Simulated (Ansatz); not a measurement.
The reference is GaCuSe$_{2}$ in the chalcopyrite structure (space group I-42d, No. 122; a = 5.570 Å, c = 11.075 Å).

Method: PBEsol/PAW in Ansatz (a program for electronic structure), no SOC.

Before the change:

- c/a ratio = 1.988

One thing is altered: a hydrostatic pressure of 9 GPa.

Q: What does the calculation give for the hole mass, electron mass, mean gap deformation potential ΔEg/Δln V and c/a ratio after the change?

A: The hole mass comes out as 0.068 mₑ along c, 0.50 mₑ across (at Γ); the electron mass amounts to 0.062 mₑ along c, 0.068 mₑ across (at Γ); the mean gap deformation potential ΔEg/Δln V comes out as -4.5 eV; the c/a ratio stays essentially unchanged (1.988 against 1.986).

Load acts through the strain it causes; cell and atoms are relaxed under it. Effective masses come from finite differences of ±0.01 Å⁻¹. No phonon test of stability was made. No other phases were tried under pressure. The final runs are not spin-polarised.
